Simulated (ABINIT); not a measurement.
A self-consistent single point of Rb₂Te (Fm-3m, 3 atoms in the cell) with ABINIT.

Method of the run: LDA (PW92), norm-conserving pseudopotentials (PseudoDojo nc-sr-04 LDA standard) (plane waves; ABINIT).

The change in words: lattice scaled by 0.98. Reference geometry:
```xyz
3
Lattice="0.0000 4.2811 4.2811 4.2811 0.0000 4.2811 4.2811 4.2811 0.0000" Properties=species:S:1:pos:R:3 pbc="T T T"
Rb     2.1406     2.1406     2.1406
Rb     6.4217     6.4217     6.4217
Te     0.0000     0.0000     0.0000
```

Reference input (self-consistent single point, DFT, LDA (PW92), plane waves, norm-conserving pseudopotentials (PseudoDojo nc-sr-04 LDA standard)): pseudos = [Rb.upf, Te.upf]; ecut = 1116 eV; ixc = 7; occopt = 3; tsmear = 0.02 eV; ngkpt = 6 6 6; nshiftk = 1; shiftk = 0 0 0; potentials = PseudoDojo nc-sr-04 LDA standard; nband = 23; kptopt = 1; nstep = 100. This run's input differs from it in these lines:

```diff
@@ -3,6 +3,6 @@
 pseudos "Rb.upf, Te.upf"
-acell 6.0543967529 6.0543967529 6.0543967529 Angstrom
+acell 5.9333089593 5.9333089593 5.9333089593 Angstrom
 rprim
-         0.0000000000    0.7071067812    0.7071067812
-         0.7071067812    0.0000000000    0.7071067812
+        -0.0000000000    0.7071067812    0.7071067812
+         0.7071067812   -0.0000000000    0.7071067812
          0.7071067812    0.7071067812    0.0000000000
@@ -13,4 +13,4 @@
 xcart
-         2.1405525000    2.1405525000    2.1405525000
-         6.4216575000    6.4216575000    6.4216575000
+         2.0977415000    2.0977415000    2.0977415000
+         6.2932245000    6.2932245000    6.2932245000
          0.0000000000    0.0000000000    0.0000000000
```

Output (repeated stretches shortened):

```
--- !BeginCycle
solver: {iscf: 7, nstep: 100, nline: 4, wfoptalg: 0, }
tolerances: {toldfe: 1.00E-09, }
...

     iter   Etot(hartree)      deltaE(h)  residm     vres2
 ETOT  1  -157.17690377087    -1.572E+02 1.808E+00 1.219E+02
 ETOT  2  -158.83254676339    -1.656E+00 2.847E-02 1.169E+03
 ETOT  3  -158.86155899479    -2.901E-02 6.116E-03 5.833E+02
 ETOT  4  -158.88709288203    -2.553E-02 3.877E-03 2.146E+01
 ETOT  5  -158.88816552533    -1.073E-03 3.482E-03 1.032E+00
   [... 3 lines left out ...]
 ETOT  9  -158.88820009882    -3.559E-07 4.167E-04 1.978E-03
 ETOT 10  -158.88820018843    -8.962E-08 2.981E-04 8.065E-07
 ETOT 11  -158.88820018855    -1.213E-10 1.921E-04 1.069E-07
 ETOT 12  -158.88820018856    -5.315E-12 1.039E-04 1.016E-09
 At SCF step   12, etot is converged :
  for the second time, diff in etot=  5.315E-12 < toldfe=  1.000E-09

 Cartesian components of stress tensor (hartree/bohr^3)
  sigma(1 1)=  2.14620857E-05  sigma(3 2)=  0.00000000E+00
  sigma(2 2)=  2.14620857E-05  sigma(3 1)=  0.00000000E+00
  sigma(3 3)=  2.14620857E-05  sigma(2 1)=  0.00000000E+00

 ----iterations are completed or convergence reached----

 reduced coordinates (array xred) for    3 atoms
       0.250000000000      0.250000000000      0.250000000000
       0.750000000000      0.750000000000      0.750000000000
       0.000000000000      0.000000000000      0.000000000000
 cartesian forces (eV/Angstrom) at end:
    1     -0.00000000000000     0.00000000000000    -0.00000000000000
    2      0.00000000000000    -0.00000000000000     0.00000000000000
   [... lines left out ...]
 Fermi (or HOMO) energy (hartree) =   0.04699   Average Vxc (hartree)=  -0.27713
   [... lines left out ...]
total_energy        : -1.58888200188558E+02
total_energy_eV     : -4.32356780615538E+03
band_energy         : -2.15680007352611E+01
...

-Cartesian components of stress tensor (GPa)         [Pressure= -6.3144E-01 GPa]
- sigma(1 1)=  6.31436255E-01  sigma(3 2)=  0.00000000E+00
- sigma(2 2)=  6.31436255E-01  sigma(3 1)=  0.00000000E+00
- sigma(3 3)=  6.31436255E-01  sigma(2 1)=  0.00000000E+00

 Calculation completed.
```

The run converged in 12 iterations. Against the reference run the free energy drops by 18.5 meV/atom, the pressure goes from -1.27 to -0.63 GPa and the gap on the mesh goes from 1.648 to 1.739 eV.

The starting cell comes from a database of computed structures (which also holds hypothetical and non-ambient phases and stackings), without a prior relaxation at this level. For this run, on top of that: lattice scaled by 0.98. Spin-orbit coupling is off.

Cost on one core of a shared machine: roughly 4 min.
